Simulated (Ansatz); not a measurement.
The parent structure is BAs in the zinc blende structure (space group F-43m, No. 216; a = 4.784 Å). Axes: x, y, z lie along the cube axes.

Structures relaxed with r2SCAN (Ansatz, an electronic-structure program; PAW; 500 eV plane waves; no spin-orbit coupling).

Base:

Simulated powder pattern, Mo Kα, λ = 0.71073 Å (kinematic, ideal powder, no thermal factors, no anomalous dispersion; the 8 strongest lines at most, above 2 %, up to 2θ = 40°):

```csv
2θ (°),I/Imax (%),hkl
14.78,100,(111)
17.09,41,(200)
24.26,45,(220)
28.53,48,(311)
29.82,11,(222)
34.57,7.5,(400)
37.79,19,(331)
38.81,14,(420)
```

After one change:

Simulated powder pattern, Mo Kα, λ = 0.71073 Å (kinematic, ideal powder, no thermal factors, no anomalous dispersion; the 8 strongest lines at most, above 2 %, up to 2θ = 40°):

```csv
2θ (°),I/Imax (%)
14.74,100
16.92,14
17.09,27
24.14,30
24.26,15
28.29,16
28.50,32
37.60,13
```

Problem. Name the change that was made.
A) uniaxial strain ε_zz = +1.50 %
B) uniaxial strain ε_zz = +2.50 %
C) uniaxial strain ε_zz = +1.00 %
D) uniaxial strain ε_zz = +0.50 %

Solution. C, uniaxial strain ε_zz = +1.00 %. Its volume per atom is 13.82 Å³ against 13.69 Å³, and its space group is I-4m2 (No. 119).

Whether these cells are dynamically stable was not tested.
